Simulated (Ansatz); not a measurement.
**Effect of Sn → Cu on Sn**

Consider Sn (space group I4_1/amd, No. 141; a = 5.8329 Å, c = 3.1581 Å).

Perturbation: full substitution Sn → Cu, then cell and atoms are relaxed.

Method: Ansatz (an electronic-structure program), PBEsol, PAW, cutoff 420 eV, scalar-relativistic without spin-orbit coupling. k-mesh 22×22×22 (Γ-centred); smearing 0.05 eV (Fermi–Dirac), for the changed cell.

```csv
quantity,base,changed,shift
volume per atom,26.86 Å³,12.44 Å³,-14.42 Å³
lattice parameter a,5.833 Å,4.554 Å,-1.279 Å
c/a ratio,0.541,0.527,-0.0146
space group,I4_1/amd (No. 141),I4_1/amd (No. 141),–
shortest interatomic distance,3.021 Å,2.355 Å,-0.6667 Å
band gap,zero,zero,–
```

Final structure:

```yaml
crystal:
  lattice:
    - [-2.27708, 2.27708, 1.19971]
    - [2.27708, -2.27708, 1.19971]
    - [2.27708, 2.27708, -1.19971]
  atoms:
    - { symbol: Cu, position: [0.75000, 0.25000, 0.50000] }
    - { symbol: Cu, position: [0.00000, 0.00000, 0.00000] }
```

Cost of the whole job for the changed cell (relaxation, final SCF and bands): roughly 2.7 core-minutes.

Stability against distortions was not tested. As relaxed here, Cu is a hypothetical phase, not in the database extracts checked. The final runs are not spin-polarised.
